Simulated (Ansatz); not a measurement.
Start from PbSe in the rock salt structure (space group Fm-3m, No. 225; a = 6.178 Å).

Computed with Kohn–Sham DFT with the r2SCAN functional, run in Ansatz (an electronic-structure program) with PAW and 500 eV plane waves, no spin-orbit coupling.

Strains are applied to the cell and any free atomic positions relax.

One change was made to it. Results:

The energy increases by 35 meV/atom; the gap character stays direct at L; the band gap goes up by 0.246 eV, from 0.67 eV to 0.91 eV.

Q: What was done to the base?
(A) isotropic strain +1.50 %
(B) isotropic strain +3.00 %
(C) isotropic strain +2.00 %
(D) isotropic strain +0.50 %
(E) isotropic strain +2.50 %

A: B, isotropic strain +3.00 %. For comparison, the energy relative to the base in the other runs: isotropic strain +0.50 % gives +1.1 meV/atom; isotropic strain +2.00 % gives +16 meV/atom; isotropic strain +2.50 % gives +25 meV/atom; isotropic strain +1.50 % gives +9.2 meV/atom.

With Pb present, leaving out spin-orbit coupling can change the band edges. Whether these cells are dynamically stable was not tested.
